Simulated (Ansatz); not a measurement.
# A computed series for TiO2: pressure series

The reference is TiO2 in the anatase structure (space group I4_1/amd, No. 141; a = 3.7698 Å, c = 9.5518 Å).

Cell and atoms are relaxed at each pressure.

Levels (all Ansatz, a program for electronic structure, PAW): PBEsol (420 eV, no spin-orbit coupling); r2SCAN (500 eV, spin-orbit coupling left out); HSE06 (420 eV, no spin-orbit coupling).

Band gaps by level, all at the geometries relaxed with PBEsol:

```
case               PBEsol   r2SCAN    HSE06
----------------  -------  -------  -------
base              2.11 eV  2.54 eV  3.65 eV
pressure 1.8 GPa  2.09 eV  2.53 eV  3.64 eV
pressure 4.2 GPa  2.07 eV  2.51 eV  3.62 eV
pressure 9 GPa    2.02 eV  2.46 eV  3.58 eV
pressure 18 GPa   1.89 eV  2.35 eV  3.45 eV
pressure 30 GPa   1.73 eV  2.20 eV  3.30 eV
```

Single points use the geometry relaxed with PBEsol. HSE06 was sampled on its mesh, a few special points and the semilocal edge points, so its gap is an upper bound. Load acts through the strain it causes; cell and atoms are relaxed under it. Stability against distortions was not tested. No other phases were tried under pressure. All final runs are without spin polarisation.
